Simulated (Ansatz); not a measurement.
Si (diamond structure), Σ3 (110) twist. One Al atom replaces one Si atom in a bicrystal of 63 atoms (one solute to 63 Å² of one boundary, a high coverage); atoms relaxed, cell held. Energies count from the site farthest from both boundaries, which lies only 5.1 Å away; negative means that the solute is drawn to the site. The cell is neutral, and spin is allowed where the electrons are odd. k-points: Γ-centred 3×3×1 mesh; occupations: Fermi-Dirac, 0.050 eV; spin-polarised, moments started parallel. Spin-orbit coupling is left out.

Sites tried, by distance from the nearest boundary plane (Å): 0.53, 0.62, 0.96, 2.47.

### Question
Does Al segregate by Ansatz (an electronic-structure program) with PBE, and with what energy at each site?

### Answer
0.53 Å: 0.03 eV; 0.62 Å: -0.19 eV; 0.96 Å: 0.39 eV; 2.47 Å: 0.20 eV. The most favoured site tried binds it by 0.19 eV.
